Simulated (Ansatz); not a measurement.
BN (Fmm2, No. 42, 2 atoms in the cell; start mp-685145; a measured phase of this formula has another space group), treated with r²SCAN (plane waves, PAW; Ansatz, a first-principles code).

Settings: plane-wave cutoff 560 eV, 16×16×16 k mesh, Fermi–Dirac smearing 0.01 eV, scalar-relativistic PAW data made under PBE.

Cell (relaxed at this level):

BN has the orthorhombic space group Fmm2 (No. 42), Pearson symbol oF8. Conventional cell: a = 2.502 Å, b = 6.961 Å, c = 4.329 Å, α = β = γ = 90.00°. B on 4a is coordinated by 3 N at 1.443 Å (trigonal planar). N on 4a has 3 B at 1.443 Å (trigonal planar). (Neighbours: up to the widest gap in distance over summed covalent radii, below 1.35, at either atom.)
(The calculation used a cell of 2 atoms; values per cell refer to that cell.)

Give the computed band gap and direct gap at Γ.


- band gap: 4.28 eV (on the SCF k mesh)
- direct gap at Γ: 6.64 eV

Note: the relaxation could not lower the start's symmetry, so the cell can be a saddle point above a distorted one; the cell has widely spaced layers and the level no dispersion term, so their spacing and the moduli can rest on weak binding.

Computed values are for the static lattice.

A start named mp-… is a Materials Project structure, which need not be a measured phase.
